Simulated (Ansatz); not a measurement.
Seebeck coefficient (μV/K, mean over directions) of p-type LiTaO₃ (R3c) against carrier density, PBEsol, rigid bands (Ansatz, a first-principles code). Computed gap 3.79 eV; densities at which minority carriers matter at this gap, or further valleys turn the trend, are left out. Conductivity mass 3.1 mₑ (harmonic mean over directions), N_v = 5.0e20 cm⁻³ at 300 K.

| hole density | 300 K | 500 K |
|---|---|---|
| 1e16 cm⁻³ | 1151 | 1229 |
| 1e17 cm⁻³ | 952 | 1030 |
| 1e18 cm⁻³ | ___ | 832 |
| 3e18 cm⁻³ | 659 | 737 |
| 1e19 cm⁻³ | ___ | 633 |
| 3e19 cm⁻³ | 462 | 539 |
| 1e20 cm⁻³ | 360 | ___ |
| 3e20 cm⁻³ | 271 | 343 |
| 1e21 cm⁻³ | 182 | 245 |

Problem. Fill in the missing entries.

Solution. 
- 1e18 cm⁻³, 300 K: 754
- 1e19 cm⁻³, 300 K: 556
- 1e20 cm⁻³, 500 K: 436

Rigid bands with a gap fixed in temperature, one relaxation time for all states, no polarons or phonon drag, and whether or not such doping can be reached. Spin-orbit coupling is left out; with 5d elements it also splits d-like band edges.
